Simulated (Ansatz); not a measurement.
Band structure of ZrBeB (P-6m2, 3 atoms in the cell).

```
CELL_PARAMETERS angstrom
      3.41327     0.00000     0.00000
     -1.70663     2.95598     0.00000
      0.00000     0.00000     3.49602
ATOMIC_POSITIONS crystal
  Zr 0.00000 0.00000 0.00000
  Be 0.33333 0.66667 0.50000
  B  0.66667 0.33333 0.50000
```

Computed with PBEsol, PAW files made with PBE (plane waves; Ansatz, a first-principles code).

Settings: basis.ecutwfc = 420 eV; kpoints.mp_grid.grid = 11 11 9; hamiltonian.xc = pbesol; hamiltonian.pseudopotentials = {kind: paw} (the program's default PAW files); scf.occupations.method = gaussian; scf.occupations.width = 0.1 eV; kpoints.band_path.npoints = 8.

The starting cell comes from a database of computed structures (which also holds hypothetical and non-ambient phases and stackings), without a prior relaxation at this level.

Levels in eV from the Fermi level, bands 5 to 12:
| point | 5 | 6 | 7 | 8 | 9 | 10 | 11 | 12 |
|---|---|---|---|---|---|---|---|---|
| Γ | -9.12 | -0.88 | -0.79 | -0.79 | 0.64 | 4.00 | 4.00 | 5.56 |
| M | -6.50 | -4.65 | -1.12 | -0.90 | -0.34 | 3.27 | 4.84 | 4.92 |
| K | -5.79 | -4.19 | -3.44 | -0.36 | 0.55 | 2.72 | 3.27 | 3.51 |
| A | -6.85 | -4.85 | 0.84 | 0.84 | 1.76 | 1.76 | 2.18 | 2.18 |
| L | -6.58 | -3.27 | -2.31 | -2.18 | -0.31 | 5.14 | 5.19 | 5.74 |
| H | -6.28 | -4.32 | -1.96 | -1.45 | -0.64 | 4.97 | 6.25 | 6.88 |

Bands cross the Fermi level along this path, so the cell is metallic at this level.

Keys are those of Ansatz 0.2.
